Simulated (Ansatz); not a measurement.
A self-consistent single point of Al2Cu (I4/mcm, 6 atoms in the cell) with Ansatz (an electronic-structure program).

Computed with LDA (PW92), default PAW files made with PBE (plane waves; Ansatz).

```yaml
crystal:
  lattice:
    - [-2.93382, 2.93382, 2.34081]
    - [2.93382, -2.93382, 2.34081]
    - [2.93382, 2.93382, -2.34081]
  atoms:
    - { symbol: Al, position: [0.84139, 0.65861, 0.50000] }
    - { symbol: Al, position: [0.15861, 0.34139, 0.50000] }
    - { symbol: Al, position: [0.65861, 0.15861, 0.81722] }
    - { symbol: Al, position: [0.34139, 0.84139, 0.18278] }
    - { symbol: Cu, position: [0.25000, 0.25000, 0.00000] }
    - { symbol: Cu, position: [0.75000, 0.75000, 0.00000] }
```

Reference input (self-consistent single point, DFT, PBE, plane waves, default PAW files): kpoints.mp_grid.grid = 7 7 7; hamiltonian.xc = pbe; hamiltonian.pseudopotentials = {kind: paw} (the program's default PAW files); scf.occupations.method = gaussian; scf.occupations.width = 0.2 eV. This run's input differs from it in these lines:

Ansatz 0.2 input:
```diff
@@ -16,3 +16,3 @@
 hamiltonian:
-  xc: pbe
+  xc: lda
   pseudopotentials: { kind: paw }
```

The program printed (abridged):

```
SCF iter   1: F=—  HF=-15164.043391 eV  |F-HF|=—  |Δ(HF+E_count)|=         —  Δρ=5.87e-3  dr2=2.18e-2  ethr=1.77e-3  ⟨swp⟩=7.6  Hψ=6095  notcnv=0
all-band conjugate gradients solve this SCF's bands
preconditioner: auto → Kerker (q_TF=auto, 2.520 Å⁻¹)
SCF iter   2: F=—  HF=-15164.037942 eV  |F-HF|=—  |Δ(HF+E_count)|=   5.45e-3  Δρ=4.16e-3  dr2=2.33e-2  ethr=4.35e-5  ⟨swp⟩=2.1  Hψ=2325  notcnv=0
   [... lines left out ...]
SCF iter   5: F=—  HF=-15164.032600 eV  |F-HF|=—  |Δ(HF+E_count)|=   4.89e-5  Δρ=7.93e-4  dr2=3.14e-4  ethr=3.67e-7  ⟨swp⟩=2.0  Hψ=2148  notcnv=0
SCF iter   6: F=—  HF=-15164.032537 eV  |F-HF|=—  |Δ(HF+E_count)|=   6.33e-5  Δρ=4.84e-5  dr2=1.95e-6  ethr=3.67e-7  ⟨swp⟩=2.0  Hψ=1671  notcnv=0
SCF iter   7: F=—  HF=-15164.032550 eV  |F-HF|=—  |Δ(HF+E_count)|=   1.31e-5  Δρ=2.29e-5  dr2=3.95e-7  ethr=3.91e-9  ⟨swp⟩=2.0  Hψ=2073  notcnv=0
SCF iter   8: F=-15164.032550 eV  HF=-15164.032550 eV  |F-HF|=9.75e-9  |Δ(HF+E_count)|=   1.13e-7  Δρ=5.51e-6  dr2=2.29e-8  ethr=2.00e-10  ⟨swp⟩=7.3  Hψ=5132  notcnv=0
SCF 1 converged in 8 iterations: F = -15164.032550 eV  dr2 = 2.29e-8
Free energy (F): -15164.032550 eV
Internal energy: -15164.002760 eV  (E = F + TS)
E sigma→0 (E₀):  -15164.017655 eV
Entropy (-TS):   -0.029790 eV (-4.965 meV/atom)
Fermi energy:    11.627110 eV
--- Forces (eV/Å), atoms counted from 1 ---
  atom   1  Al    -0.01895258     0.01895258     0.00000000
  atom   2  Al     0.01895258    -0.01895258     0.00000000
  atom   3  Al    -0.01895258    -0.01895258     0.00000000
  atom   4  Al     0.01895258     0.01895258     0.00000000
  atom   5  Cu    -0.00000000     0.00000000     0.00000000
  atom   6  Cu    -0.00000000     0.00000000     0.00000000
--- Stress (GPa, compression-positive) ---
        4.854408       0.000000       0.000000
        0.000000       4.854408      -0.000000
        0.000000       0.000000       7.569509
  P = ⅓ Tr σ = 5.7594 GPa (57.594 kbar)
  The stress holds the Pulay correction. Without it, at fixed plane waves, as pw.x and ABINIT print it: P = 5.6794 GPa
```

The run converged in 8 iterations. Against the reference run the pressure goes from 13.39 to 5.76 GPa and the largest force goes from 0.138 to 0.027 eV/Å.

The starting cell comes from a database of computed structures (which also holds hypothetical and non-ambient phases and stackings), without a prior relaxation at this level. Its lattice was rescaled by a random factor within 2.5 % of one. Spin polarisation is off. With a pressure of about 6 GPa the cell is away from its equilibrium volume at this level. Ansatz's pressure includes its estimate of the finite-basis (Pulay) stress.
